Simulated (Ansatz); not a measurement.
Start from BeTe in the zinc blende structure (space group F-43m, No. 216; a = 5.605 Å). Axes: x, y, z lie along the cube axes.

Calculations: PBEsol (Ansatz, a quantum-chemistry and plane-wave program, PAW, without spin-orbit coupling).

Free-standing slabs (2 atom(s) a layer) normal to [110] with 15 Å of vacuum; in-plane cell held at bulk.

One change was made to it. Results:

```tsv
quantity	base	after
band gap	1.84 eV	1.05 eV
smallest direct gap	3.61 eV	1.74 eV
gap character	–	indirect, Γ → X
valence-band top at Γ (three highest levels, from the VBM)	0.00, 0.00, 0.00 eV	0.00, -0.58, -0.88 eV
shortest interatomic distance	2.427 Å	2.363 Å
```

Q: Which of these changes matches the shifts?
(A) 2 layers
(B) 3 layers
(C) 6 layers
(D) 4 layers

A: B, 3 layers. For comparison, the band gap in the other runs: 2 layers gives 2.49 eV; 6 layers gives 1.58 eV; 4 layers gives 1.75 eV.

With Te present, leaving out spin-orbit coupling can change the band edges. Stability against distortions was not tested. k-point labels follow each cell's own Brillouin zone.
